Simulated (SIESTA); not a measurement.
A self-consistent single point of TiTe₂ (P1, 3 atoms in the cell) with SIESTA.

Method: SIESTA with GGA PBE with spin-orbit coupling, numerical atomic orbitals TZP, PseudoDojo PBE fully relativistic norm-conserving potentials (rewritten from UPF to PSML).

```yaml
crystal:
  lattice:
    - [3.82421, 0.00000, 0.00000]
    - [-1.91210, 3.31186, 0.00000]
    - [0.00000, 0.00000, 6.71825]
  atoms:
    - { symbol: Ti, position: [0.99591, 0.00086, 0.99983] }
    - { symbol: Te, position: [0.66878, 0.33080, 0.74998] }
    - { symbol: Te, position: [0.33531, 0.66834, 0.25019] }
```

Reference input (self-consistent single point, DFT, GGA PBE, numerical atomic orbitals TZP, PseudoDojo PBE standard norm-conserving potentials (rewritten from UPF to PSML)): XC.functional = GGA; XC.authors = PBE; potentials = PseudoDojo PBE standard; PAO.BasisSize = TZP; PAO.EnergyShift = 0.005 Ry; MeshCutoff = 350 Ry; kgrid.MonkhorstPack = 6 6 3; OccupationFunction = MP; OccupationMPOrder = 0; ElectronicTemperature = 1578.21 K; MaxSCFIterations = 150; SCF.Mixer.Method = Broyden. This run's input differs from it in these lines:

```diff
@@ -1,2 +1,2 @@
-# files in the folder: Ti.psml Te.psml (PseudoDojo PBE standard)
+# files in the folder: Ti.psml Te.psml (PseudoDojo PBE fully relativistic)
 SystemName  TiTe2
@@ -36,2 +36,8 @@
 ElectronicTemperature        1578.21 K
+Spin                         spin-orbit
+%block DM.InitSpin
+  1 0.00 0.00 0.00
+  2 0.00 0.00 0.00
+  3 0.00 0.00 0.00
+%endblock DM.InitSpin
```

Log, with long lists cut:

```
        iscf     Eharris(eV)        E_KS(eV)     FreeEng(eV)     dDmax    Ef(eV) dHmax(eV)
   scf:    1    -7304.049356    -7312.705313    -7312.716267  0.864591 -4.099656  9.918740
     spin moment: {S} , |S| = {    0.00000   -0.00000    0.00000 }     0.00000
   scf:    2    -7298.537214    -7311.082897    -7311.100627  0.090027 -5.108974 10.463859
     spin moment: {S} , |S| = {    0.00000   -0.00000    0.00000 }     0.00000
   scf:    3    -7314.406729    -7315.030996    -7315.045561  0.066156 -4.526949  2.136869
     spin moment: {S} , |S| = {   -0.00000    0.00000   -0.00000 }     0.00000
   [... lines left out ...]
     spin moment: {S} , |S| = {    0.00000    0.00000    0.00000 }     0.00000
   scf:    8    -7315.157090    -7315.157242    -7315.171997  0.000841 -4.691672  0.018040
     spin moment: {S} , |S| = {    0.00000    0.00000   -0.00000 }     0.00000
   scf:    9    -7315.157290    -7315.157244    -7315.172006  0.000087 -4.690495  0.001168
     spin moment: {S} , |S| = {   -0.00000    0.00000   -0.00000 }     0.00000
   scf:   10    -7315.157251    -7315.157244    -7315.172006  0.000010 -4.690409  0.000187
     spin moment: {S} , |S| = {   -0.00000    0.00000    0.00000 }     0.00000
SCF Convergence by DM+H criterion
max |DM_out - DM_in|         :     0.0000102241
max |H_out - H_in|      (eV) :     0.0001874633
SCF cycle converged after 10 iterations

Using DM_out to compute the final energy and forces

siesta: E_KS(eV) =            -7315.1572

siesta: E_KS - E_eggbox =     -7315.1572

siesta: Atomic forces (eV/Ang):
     1    0.123430   -0.022154    0.023291
     2   -0.083163    0.045166   -0.262972
     3   -0.038721   -0.023086    0.239377
   Tot    0.001545   -0.000073   -0.000304
   Max    0.262972
   Res    0.130687    sqrt( Sum f_i^2 / 3N )
   Max    0.262972    constrained

Stress tensor Voigt[x,y,z,yz,xz,xy] (kbar):        0.10        1.55      -10.14        1.97       -1.29        0.72
(Free)E + p*V (eV/cell)    -7315.0216
Target enthalpy (eV/cell)    -7315.1720

   [... lines left out ...]
siesta: FreeEng =     -7315.172006
   [... lines left out ...]
siesta:     0.000061    0.000451   -0.000804
siesta:     0.000451    0.000967    0.001231
siesta:    -0.000804    0.001231   -0.006330

siesta: Cell volume =         85.088380 Ang**3

siesta: Pressure (static):
siesta:                Solid            Molecule  Units
siesta:           0.00001925          0.00006562  Ry/Bohr**3
siesta:           0.00176713          0.00602537  eV/Ang**3
siesta:           2.83125553          9.65370232  kBar
```

The run converged in 10 iterations. Against the reference run the pressure goes from 0.10 to 0.28 GPa and the largest force goes from 0.270 to 0.279 eV/Å.

The starting cell comes from a database of computed structures (which also holds hypothetical and non-ambient phases and stackings), without a prior relaxation at this level. Its atoms were displaced at random from the sites of space group no. 164. Values carry the incompleteness of an atom-centred basis.

Cost on one core of a shared machine: roughly 2 min.
